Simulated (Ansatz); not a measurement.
# What biaxial strain +3.90 %, plane normal [001], relaxed out of plane does to SbSI

Start from SbSI (space group Pnma, No. 62; a = 8.4596 Å, b = 4.0366 Å, c = 10.1865 Å). Axes: x, y, z lie along a, b, c of the conventional cell.

Modification: biaxial strain +3.90 %, plane normal [001], relaxed out of plane (Cartesian); in-plane vectors clamped, the third vector and the atoms free.

Level of theory: PBEsol (Ansatz, an electronic-structure program, PAW, no SOC), earlier PAW set. Settings: 7×3×3 k-points, 0.05 eV Fermi–Dirac smearing, for the changed cell.

```tsv
quantity	base	changed	shift
volume per atom	28.99 Å³	30.37 Å³	+1.38 Å³
space group	Pnma (No. 62)	Pnma (No. 62)	–
shortest interatomic distance	2.498 Å	2.478 Å	-0.020 Å
pressure (mean of the normal stresses, compression positive)	0.00 GPa	-0.96 GPa	-0.96 GPa
band gap (an upper bound: an edge found on the path is not a true extremum; both cells)	1.55 eV	1.44 eV	-0.105 eV
out-of-plane strain	–	-2.95 %	–
ratio −ε⊥/ε∥	–	0.76	–
```

Final structure (turned so that z lies along the plane normal):

```
CELL_PARAMETERS angstrom
      4.19403     0.00000     0.00000
      0.00000     8.78957     0.00000
      0.00000     0.00000     9.88586
ATOMIC_POSITIONS crystal
  Sb 0.25000 0.61263 0.62767
  Sb 0.75000 0.38737 0.37233
  Sb 0.75000 0.88737 0.12767
  Sb 0.25000 0.11263 0.87233
  S  0.25000 0.34747 0.54253
  S  0.75000 0.65253 0.45747
  S  0.75000 0.15253 0.04253
  S  0.25000 0.84747 0.95747
  I  0.25000 0.01427 0.32990
  I  0.75000 0.98573 0.67010
  I  0.75000 0.48573 0.82990
  I  0.25000 0.51427 0.17010
```

Cost of the whole job for the changed cell (relaxation, final SCF and bands): roughly 2.7 core-minutes.

Spin-orbit coupling, missing from the scalar runs, can matter with I and Sb. Stability against distortions was not tested. The base started in Pna2_1 and relaxed to Pnma at this level.
